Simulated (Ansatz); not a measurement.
Results of PBEsol (plane waves, PAW; Ansatz, a quantum-chemistry and plane-wave program) for CsCl-type ZrIr.

Run with plane-wave cutoff 500 eV, 16×16×16 k mesh, Fermi–Dirac smearing 0.1 eV, no spin polarisation, scalar-relativistic PAW data made under PBE.

Computed at the level's own relaxed cell.

Question: What does this level give for the volume per atom and equilibrium lattice constant a?

Answer: 
- volume per atom = 17.47 Å³/atom
- equilibrium lattice constant a = 3.269 Å

The run finds no gap.

Spin–orbit coupling is not included.

Static lattice: no zero-point or thermal effects.
